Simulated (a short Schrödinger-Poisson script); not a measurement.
Stack: gated In0.52Al0.48As/In0.53Ga0.47As δ-doped gas in a quantum well, at 20 K.

| layer | material | thickness (nm) | Na (cm⁻³) |
|---|---|---|---|
| 1 | In0.52Al0.48As | 30 | - |
| 2 | In0.52Al0.48As | 2 | - |
| 3 | In0.53Ga0.47As | 6 | - |
| 4 | In0.52Al0.48As | 4000 | 4e15 |

Constants are typed, rounded textbook-type inputs, not results; the design itself was drawn at random and stands for no fabricated device. In0.52Al0.48As: permittivity 12.5, conduction-band edge (eV) 0.52, gap (eV) 1.45, electron mass (mₑ) 0.075, Nv at 300 K (cm⁻³) 1.1e19. In0.53Ga0.47As: permittivity 13.9, conduction-band edge (eV) 0, gap (eV) 0.74, Nv at 300 K (cm⁻³) 7.7e18.

Channel valleys (confinement mass, in-plane density-of-states mass, number): Γ 0.041, 0.041, 1. At the gate the conduction-band edge of layer 1 lies 0.65 eV − eVg above the Fermi level of the channel; the field vanishes at the back. Sheet of ionised δ-doping: +2.1e12 e/cm² at 30 nm from the gate. The barrier under the gate holds no holes. Gaps are held at their typed values at every temperature. Mesh 0.08 nm at interfaces.

Solved with a short Schrödinger-Poisson script written for these runs: 1D Poisson equation in equilibrium, electrons quantum, Hartree (BenDaniel-Duke, 40 states a valley, the channel's in-plane mass for all, wave functions free to enter the barrier), parabolic valleys, classical holes, full ionisation, no traps, pinning or gate leakage.

The same stack at other levels of the model or other numerical settings:

| run | sheet density of all electrons at Vg = 0.4 V (cm⁻²) | capacitance at Vg = 0.4 V (μF/cm²) | centroid of the channel electrons at Vg = 0.4 V (nm) | rough cost against the base |
|---|---|---|---|---|
| base | 1.76e12 | 0.296 | 2.79 | about 1 |
| electrons treated as classical, Boltzmann | 2.28e12 | [?] | 0.26 | 0.03 |
| electrons treated as classical, Fermi-Dirac | 1.79e12 | [?] | [?] | 0.1 |
| electrons treated as quantum, Hartree plus LDA exchange-correlation | 1.79e12 | 0.297 | 2.78 | about 1 |
| mesh six times as coarse | 1.76e12 | 0.296 | 2.79 | 0.3 |
| one subband a valley | 1.76e12 | 0.296 | 2.79 | 0.3 |

### Question
Fill in the missing entries.

### Answer

- electrons treated as classical, Fermi-Dirac, centroid of the channel electrons at Vg = 0.4 V (nm): 2.68
- electrons treated as classical, Fermi-Dirac, capacitance at Vg = 0.4 V (μF/cm²): 0.288
- electrons treated as classical, Boltzmann, capacitance at Vg = 0.4 V (μF/cm²): 0.344

The classical rows ignore confinement, and Boltzmann statistics overrate the density once the band edge passes the Fermi level.
